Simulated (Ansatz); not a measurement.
Start from V in the bcc (W type) structure (space group Im-3m, No. 229; a = 2.999 Å; relaxed with 0.1 eV smearing). Axes: x, y, z lie along the cube axes.

Computed with plane-wave PAW DFT at the PBE level (Ansatz, a program for electronic structure, 420 eV), spin-orbit coupling left out, earlier PAW set.

Now apply this change: the cell is scaled by 0.9834 in all directions, atoms relaxed at fixed cell.

Question: Predict the stress tensor and what it implies for the stiffness.

Answer: Stress of the strained cell less that of the base (GPa, compression positive):
```
   10.0     0.0     0.0
    0.0    10.0     0.0
    0.0     0.0    10.0
```

Then B = −ΔP/(ΔV/V₀) with ΔV/V₀ = -0.0490 gives secant stiffness values (nonlinear terms included at this strain): B ≈ 204 GPa.

As a check, the harmonic strain energy −½ V₀ Δσ:ε is 21 meV/atom; the computed energy rise is 20 meV/atom.

Whether these cells are dynamically stable was not tested. The final runs are not spin-polarised.
